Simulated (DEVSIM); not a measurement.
Device: abrupt Si p-n junction, at 300 K.

Layer 1 from the left is Si, thickness (μm) 54.0, Na (cm⁻³) 4.7e15, τn (s) 0.00081, τp (s) 0.00081. Layer 2 from the left is Si, thickness (μm) 14.0, Nd (cm⁻³) 1e14, τn (s) 0.00081, τp (s) 0.00081.

Left contact: ohmic. Right contact: ohmic. Voltage is applied to the left contact. Recombination: SRH at mid-gap, radiative, Auger. Mobility is constant in doping.

The device is made up for the run: typed textbook-type constants, with dimensions and the other settings drawn at random. Values at 300 K.

Si: gap (eV) 1.124, affinity (eV) 4.05, permittivity 11.7, Nc (cm⁻³) 2.86e19, Nv (cm⁻³) 3.1e19, μn (cm²/Vs) 1417, μp (cm²/Vs) 470, B (cm³/s) 4.7e-15, Cn (cm⁶/s) 2.8e-31, Cp (cm⁶/s) 9.9e-32.

Question: Estimate by hand the built-in potential, the peak field at zero bias, the capacitance at -3 V, and compare with a numerical solution.

Answer: 
- Built-in potential: ni = √(Nc Nv) exp(−Eg/2kT) = 1.08e10 cm⁻³ with Eg = 1.124 eV; Vbi = kT/q ln(Na Nd/ni²) = 0.572 V; numerical 0.572 V.
- Peak field at zero bias: depletion approximation: W = √(2εVbi/(qN)) = 2.75 μm with N = 9.79e13 cm⁻³; field = 2Vbi/W = 4160 V/cm; numerical 4990 V/cm (estimate below by 17 %).
- Capacitance at -3 V: C = √(qεN / 2(Vbi + |V|)) = 1.51 nF/cm²; numerical 1.52 nF/cm² (estimate below by 0.72 %).

Simulated with DEVSIM: 1D drift-diffusion, Boltzmann statistics, complete ionisation; no tunnelling, impact ionisation, image-force lowering or self-heating.
